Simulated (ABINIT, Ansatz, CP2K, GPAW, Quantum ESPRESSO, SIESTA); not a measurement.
## One structure in several programs: NiAgSe2 (R3m, 4 atoms in the cell)

Self-consistent single point.

```yaml
crystal:
  lattice:
    - [1.82065, 1.05115, 6.92032]
    - [-1.82065, 1.05115, 6.92032]
    - [0.00000, -2.10231, 6.92032]
  atoms:
    - { symbol: Ni, position: [0.00286, 0.00286, 0.00286] }
    - { symbol: Ag, position: [0.85108, 0.85108, 0.85108] }
    - { symbol: Se, position: [0.72768, 0.72768, 0.72768] }
    - { symbol: Se, position: [0.27439, 0.27439, 0.27439] }
```

Shared settings, as Ansatz (a quantum-chemistry and plane-wave program) writes them: kpoints.mp_grid.grid = 7 7 7; scf.occupations.method = gaussian; scf.occupations.width = 0.1 eV. Potentials and cutoffs stand in the table.

```json
[
 {"code": "Quantum ESPRESSO", "model": "LDA (PZ), PSlibrary ultrasoft (LDA) pseudopotentials", "pressure (GPa)": "-7.56", "largest force (eV/Å)": "0.158", "cutoff": "50 Ry"},
 {"code": "SIESTA", "model": "LDA PW92, numerical atomic orbitals DZP, PseudoDojo LDA standard norm-conserving potentials (rewritten from UPF to PSML)", "pressure (GPa)": "-7.24", "largest force (eV/Å)": "0.270", "cutoff": "grid 300 Ry"},
 {"code": "GPAW", "model": "LDA (Perdew-Wang 92), GPAW PAW datasets LDA (gpaw-data 1.0.1)", "pressure (GPa)": "-7.17", "largest force (eV/Å)": "0.165", "cutoff": "800 eV"},
 {"code": "Ansatz", "model": "LDA (PW92), PAW files made with PBE", "pressure (GPa)": "-7.43", "largest force (eV/Å)": "0.181", "cutoff": "default"},
 {"code": "ABINIT", "model": "LDA (PW92), PAW (JTH v2.0 LDA PAW)", "pressure (GPa)": "-9.04", "largest force (eV/Å)": "0.153", "cutoff": "60 Ry"},
 {"code": "CP2K", "model": "LDA (Pade form), GPW, DZVP-MOLOPT-SR-GTH basis, GTH-PADE potentials (GTH_POTENTIALS)", "pressure (GPa)": "-6.76", "largest force (eV/Å)": "0.207", "cutoff": "grid 600 Ry"}
]
```

Size of the force on each atom (eV/Å): Sizes of forces hide their directions.

```tsv
code	Ni1	Ag2	Se3	Se4
Quantum ESPRESSO	0.039	0.070	0.158	0.049
SIESTA	0.042	0.115	0.115	0.270
GPAW	0.047	0.040	0.165	0.079
Ansatz	0.043	0.059	0.181	0.079
ABINIT	0.036	0.070	0.153	0.047
CP2K	0.044	0.098	0.207	0.064
```

On Ansatz's run: spin polarisation is off; with an odd number of electrons in the cell that forces a metal, and a magnetic state may lie lower.

The spread over the programs that give each value: pressure within 2.28 GPa; largest force within 0.117 eV/Å.

SIESTA and CP2K use small atom-centred bases, whose incompleteness enters pressures, forces and empty levels differently from a plane-wave cutoff. Ansatz's pressure is given at a fixed set of plane waves, as the other plane-wave codes print theirs; with its correction for the finite basis it is -7.39 GPa. The same LDA comes in different parametrisations, which differ slightly. In the pressure, ABINIT (by 1.55) lies more than 1 GPa from the median of the plane-wave programs. In the force vectors, SIESTA (by 0.333) lies more than 0.08 eV/Å from the median of the plane-wave programs.

The starting cell comes from a database of computed structures (which also holds hypothetical and non-ambient phases and stackings), without a prior relaxation at this level.

Keys are those of Ansatz 0.2.
